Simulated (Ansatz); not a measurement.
**A computed series for CdS: response to strain**

The reference is CdS in the zinc blende structure (space group F-43m, No. 216; a = 5.9267 Å).

Strains are applied to the cell and any free atomic positions relax.

All numbers come from Kohn–Sham DFT with the PBE functional, run in Ansatz (an electronic-structure program) with PAW and 420 eV plane waves, scalar-relativistic without spin-orbit coupling.

Notes on the quantities. energy relative to the base: free energy F.

| case | energy relative to the base | electron mass | volume per atom |
|---|---|---|---|
| base | 0 meV/atom | 0.12 mₑ (at Γ) | 26.02 Å³ |
| isotropic strain −3.00 % | +39 meV/atom | 0.13 mₑ (at Γ) | 23.75 Å³ |
| isotropic strain −2.50 % | ? | 0.13 mₑ (at Γ) | 24.12 Å³ |
| isotropic strain −1.50 % | +9.3 meV/atom | 0.13 mₑ (at Γ) | 24.87 Å³ |
| isotropic strain −1.00 % | +4.0 meV/atom | 0.12 mₑ (at Γ) | 25.25 Å³ |
| isotropic strain −0.50 % | ? | 0.12 mₑ (at Γ) | 25.63 Å³ |
| isotropic strain +1.00 % | ? | 0.11 mₑ (at Γ) | 26.81 Å³ |
| isotropic strain +2.00 % | +15 meV/atom | 0.11 mₑ (at Γ) | 27.61 Å³ |
| isotropic strain +2.50 % | +22 meV/atom | 0.11 mₑ (at Γ) | 28.02 Å³ |
| isotropic strain +3.00 % | +32 meV/atom | 0.10 mₑ (at Γ) | 28.43 Å³ |

### Question
Fill in the withheld entries from the trend.

### Answer

- isotropic strain −2.50 %, energy relative to the base: +27 meV/atom
- isotropic strain −0.50 %, energy relative to the base: +1.0 meV/atom
- isotropic strain +1.00 %, energy relative to the base: +3.8 meV/atom

The levels and masses belong to the bands next to the band gap. Effective masses come from finite differences of ±0.01 Å⁻¹. Whether these cells are dynamically stable was not tested.
